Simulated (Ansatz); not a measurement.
Abridged Ansatz (a quantum-chemistry and plane-wave program) output:

```
Relaxation: its limit of steps is 50 (relax.max_steps)
Pseudopotential: Sb, paw, valence charge 15
Crystal: 2 atoms, lattice volume = 82.018 Å³
Basis set: ecut = 420 eV, 1631 PW (Γ), exchange–correlation on 72×72×72 points (8 copies of the dense FFT grid, shifted against one another)
Bands: 19, of which v1, the nominal top of the filled ones, is band 15 counted from 1 (14 counted from 0)
Symmetry: 16 space group operations
k-points: 288 of 3375
Functional: x = pbesol(κ = 0.804, μ = 0.12345679012345678), c = pbesol(β = 0.046)
SCF iter   1: F=—  HF=-12815.402278 eV  |F-HF|=—  |Δ(HF+E_count)|=         —  Δρ=1.97e-3  dr2=1.31e-3  ethr=1.77e-3  ⟨swp⟩=6.2  Hψ=28357  notcnv=0
SCF iter   2: F=—  HF=-12815.400620 eV  |F-HF|=—  |Δ(HF+E_count)|=   1.66e-3  Δρ=4.86e-4  dr2=1.41e-4  ethr=4.37e-6  ⟨swp⟩=2.5  Hψ=12339  notcnv=0
SCF 1 converged in 7 iterations: F = -12815.400525 eV  dr2 = 7.40e-13
relax step   1: F+E_penalty+E_count = -12815.40052467 eV  Δ(F+E_penalty+E_count) = +0.000e0 eV  max|allowed force component| = 0.000e0 eV/Å  Δτ_max = 0.0000 Å  (7 SCF iters, accepted)
SCF converged after 7 iterations
Free energy (F): -12815.400525 eV
Internal energy: -12815.360583 eV  (E = F + TS)
E sigma→0 (E₀):  -12815.380554 eV
Entropy (-TS):   -0.039942 eV (-19.971 meV/atom)
Fermi energy:    6.136963 eV
--- Forces (eV/Å), atoms counted from 1 ---
  atom   1  Sb     0.00000000     0.00000000     0.00000000
  atom   2  Sb     0.00000000     0.00000000     0.00000000
--- Stress (GPa, compression-positive) ---
       -0.429845       0.000000       0.000000
        0.000000      -0.429845       0.000000
        0.000000       0.000000      -0.319746
  P = ⅓ Tr σ = -0.3931 GPa (-3.931 kbar)
--- Relaxed structure (1 steps of the walk, 1 accepted, 0 SCFs on fresh bases) ---
  atoms:
    - { symbol: Sb, position: [0.75, 0.75, 0.7500000000000002] }
    - { symbol: Sb, position: [0.49999999999999994, 0.49999999999999994, 0.5] }
```

Task: What was computed, and what are the main results?

Result: Sb, 2 atoms in the cell, with PBEsol in Ansatz (plane waves to 420 eV, PAW, scalar-relativistic without spin-orbit coupling). The last SCF converged to F = -12815.400525 eV, or -6407.7003 eV per atom, at a pressure of -0.39 GPa. The total energy compares only with runs of the same code, potentials and settings.

The cells carry an imposed strain or load. No phonon test of stability was made. The cell was made from Sb in the diamond structure (space group Fd-3m, No. 227; a hypothetical phase, not in the database extracts checked) by this change: uniaxial strain ε_zz = +1.14 %.

Keys are those of Ansatz 0.2.
